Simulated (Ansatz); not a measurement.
SrTiO3, pressure series

Consider SrTiO3 in the cubic perovskite structure (space group Pm-3m, No. 221; a = 3.9365 Å).

Cell and atoms are relaxed at each pressure.

Method: plane-wave PAW DFT at the PBE level (Ansatz, a quantum-chemistry and plane-wave program, 420 eV), no spin-orbit coupling, earlier PAW set.

```csv
case,density,band gap,width of the top valence band
base,4.99 g/cm³,1.85 eV,1.00 eV
pressure −2 GPa,[?],1.82 eV,0.99 eV
pressure −1 GPa,4.97 g/cm³,1.83 eV,1.00 eV
pressure 0.3 GPa,5.00 g/cm³,1.85 eV,1.01 eV
pressure 0.7 GPa,5.01 g/cm³,1.85 eV,1.01 eV
pressure 1.5 GPa,5.04 g/cm³,[?],1.01 eV
pressure 5 GPa,5.13 g/cm³,1.90 eV,1.03 eV
pressure 10 GPa,5.26 g/cm³,1.95 eV,1.04 eV
```

Some entries are withheld; estimate them.


- pressure −2 GPa, density: 4.93 g/cm³
- pressure 1.5 GPa, band gap: 1.86 eV

Load acts through the strain it causes; cell and atoms are relaxed under it. No phonon test of stability was made. No other phases were tried under pressure. The final runs are not spin-polarised. Many cubic perovskites are stable only at high temperature; tilts and polar distortions were not tested.
